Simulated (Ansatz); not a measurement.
The starting structures come from a database of crystals and need not be the phases stable at ambient conditions.

# Evanescent states of Tl2WO4 (P-3m1, 14 atoms a cell, 22.8 Å³ an atom, -4 GPa at this level) along the normal of (001)

Calculation: r2SCAN (plane waves, PAW; Ansatz, a program for electronic structure).

The gap is the functional's own. No spin-orbit coupling. Mid-gap values are those at the computed energy nearest the middle.

Energies count from the valence-band top; κ is the least over a 6×6 mesh across the current.

| E (eV) | κ (1/Å) | where |
|---|---|---|
| 0.09 | 0.191 | off Γ |
| 0.27 | 0.273 | Γ |
| 0.45 | 0.310 | Γ |
| 0.63 | 0.340 | Γ |
| 0.81 | 0.364 | Γ |
| 0.99 | ? | Γ |
| 1.17 | ? | Γ |
| 1.35 | ? | Γ |
| 1.53 | ? | Γ |
| 1.71 | ? | off Γ |
| 1.89 | ? | off Γ |
| 2.07 | ? | off Γ |
| 2.25 | ? | off Γ |
| 2.43 | ? | Γ |
| 2.61 | ? | Γ |
| 2.79 | ? | Γ |
| 2.97 | 0.406 | off Γ |
| 3.15 | 0.367 | off Γ |
| 3.33 | 0.324 | off Γ |
| 3.51 | 0.244 | off Γ |
| 3.69 | 0.054 | off Γ |

Task: Complete the blanks.

Result: 
- 0.99, κ (1/Å): 0.384
- 1.17, κ (1/Å): 0.401
- 1.35, κ (1/Å): 0.416
- 1.53, κ (1/Å): 0.428
- 1.71, κ (1/Å): 0.435
- 1.89, κ (1/Å): 0.438
- 2.07, κ (1/Å): 0.440
- 2.25, κ (1/Å): 0.440
- 2.43, κ (1/Å): 0.434
- 2.61, κ (1/Å): 0.427
- 2.79, κ (1/Å): 0.419
